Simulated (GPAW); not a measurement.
GPAW run on Zn (P6_3/mmc, 2 atoms in the cell): self-consistent single point.

Level of theory: PBE, GPAW PAW datasets PBE (gpaw-data 1.0.1) (plane waves; GPAW).

```xyz
2
Lattice="2.6047 0.0000 0.0000 -1.3023 2.2557 0.0000 0.0000 0.0000 4.8551" Properties=species:S:1:pos:R:3 pbc="T T T"
Zn     0.0000     1.5038     1.2138
Zn     1.3023     0.7519     3.6413
```

Reference input (self-consistent single point, DFT PBE, plane waves, GPAW PAW datasets PBE (gpaw-data 1.0.1)): mode = pw; ecut = 850 eV; xc = PBE; kpts = 16 16 8; mesh shift (steps) = 0 0 0; occupations.name = methfessel-paxton; occupations.width = 0.1 eV; occupations.order = 0; nbands = -10; convergence.forces = 0.001 eV/Å; symmetry.symmorphic = false; symmetry.tolerance = 0.0005. This run's input differs from it in these lines:

```diff
@@ -15,3 +15,3 @@
             kpts={'size': (16, 16, 8), 'gamma': True},
-            occupations={'name': 'methfessel-paxton', 'width': 0.1, 'order': 0},
+            occupations={'name': 'methfessel-paxton', 'width': 0.8, 'order': 0},
             nbands=-10,
```

The program printed (abridged):

```
     iter     time        total  log10-change:
                         energy   eigst   dens  force
iter:   1 --:--:--    -2.476194
iter:   2 --:--:--    -2.483887   -0.98  -1.46
iter:   3 --:--:--    -2.488270   -1.17  -1.49
iter:   4 --:--:--    -2.518250   -2.67  -1.86
iter:   5 --:--:--    -2.405186   -1.50  -1.86
iter:   6 --:--:--    -2.357396   -2.68  -2.21
iter:   7 --:--:--    -2.356539   -3.81  -3.06
iter:   8 --:--:--    -2.356890c  -4.36  -3.02
iter:   9 --:--:--    -2.356788c  -4.94  -3.35
iter:  10 --:--:--    -2.356788c  -6.26  -4.11c
iter:  11 --:--:--    -2.356803c  -6.16  -4.29c
iter:  12 --:--:--    -2.356790c  -6.08  -4.20c
iter:  13 --:--:--    -2.356791c  -7.46c -4.52c
iter:  14 --:--:--    -2.356792c  -7.52c -5.00c -16.47c
Converged after 14 iterations.

Dipole moment: (-0.000000, 0.000000, -0.000000) |e|*Ang

Energy contributions relative to reference atoms: (reference = -97722.653306)

Kinetic:         -1.106890
Potential:       +5.005671
External:        +0.000000
XC:              -6.126566
Entropy (-ST):   -0.141482
Local:           -0.058265
SIC:             +0.000000
--------------------------
Free energy:     -2.427533
Extrapolated:    -2.356792

Showing only first 2 kpts
 Kpt  Band  Eigenvalues  Occupancy
  0    10      0.21156    2.00000
  0    11      3.38619    2.00000
  0    12      4.35576    2.00000
  0    13     21.37300    0.00000

  1    10      0.20547    2.00000
  1    11      2.25710    2.00000
  1    12      5.70309    1.99689
  1    13     19.72459    0.00000

Fermi level: 7.37569

No gap
No difference between direct/indirect transitions
Energy (eV): -2.356792

Forces in eV/Ang:
  0 Zn    0.00000    0.00000    0.00000
  1 Zn    0.00000   -0.00000    0.00000

Stress tensor:
    -0.039647     0.000000     0.000000
     0.000000    -0.039647     0.000000
     0.000000     0.000000    -0.025011
Stress (GPa, Voigt): [-6.3522 -6.3522 -4.0072  0.      0.      0.    ]
```

The run converged in 14 iterations. GPAW prints stress with tension positive. Against the reference run the free energy falls by 28.4 meV/atom and the pressure goes from 4.98 to 5.57 GPa.

The starting cell comes from a database of computed structures (which also holds hypothetical and non-ambient phases and stackings), without a prior relaxation at this level. Its lattice was rescaled by a random factor within 2.5 % of one. With a pressure of about 6 GPa the cell is away from its equilibrium volume at this level.

Cost on one core of a shared machine: roughly 50 s.
